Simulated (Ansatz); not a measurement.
# Pressure series in In2S3

Take In2S3 in the corundum structure (space group R-3c, No. 167; a cell from a computed database, its experimental status unchecked) as the base.

```
CELL_PARAMETERS angstrom
      3.28678     1.89762     5.86932
     -3.28678     1.89762     5.86932
      0.00000    -3.79524     5.86932
ATOMIC_POSITIONS crystal
  In 0.35534 0.35534 0.35534
  In 0.64466 0.64466 0.64466
  In 0.14466 0.14466 0.14466
  In 0.85534 0.85534 0.85534
  S  0.54719 0.25000 0.95281
  S  0.45281 0.75000 0.04719
  S  0.95281 0.54719 0.25000
  S  0.04719 0.45281 0.75000
  S  0.25000 0.95281 0.54719
  S  0.75000 0.04719 0.45281
```

Cell and atoms are relaxed at each pressure.

Computed with Kohn–Sham DFT with the PBEsol functional, run in Ansatz (an electronic-structure program) with PAW and 420 eV plane waves, spin-orbit coupling left out.

Notes on the quantities. enthalpy: H = E + PV relative to the base's energy.

```
change                 enthalpy  lattice parameter a  band gap
----------------  -------------  -------------------  --------
base                          –              6.574 Å   0.45 eV
pressure −2 GPa   -0.28 eV/atom              6.623 Å   0.26 eV
pressure −1 GPa   -0.14 eV/atom              6.598 Å   0.36 eV
pressure 0.3 GPa  +0.04 eV/atom              6.567 Å   0.48 eV
pressure 0.7 GPa  +0.10 eV/atom              6.557 Å   0.51 eV
pressure 1.5 GPa  +0.20 eV/atom              6.540 Å   0.58 eV
pressure 3 GPa    +0.40 eV/atom              6.510 Å   0.70 eV
pressure 5 GPa    +0.67 eV/atom              6.476 Å   0.85 eV
pressure 7.5 GPa  +0.99 eV/atom              6.438 Å   1.03 eV
pressure 10 GPa   +1.30 eV/atom              6.405 Å   1.19 eV
```

Load acts through the strain it causes; cell and atoms are relaxed under it. No phonon test of stability was made. No other phases were tried under pressure. A zero or small gap of In2S3 under pressure −2 GPa can be the functional's error rather than a property of the material.
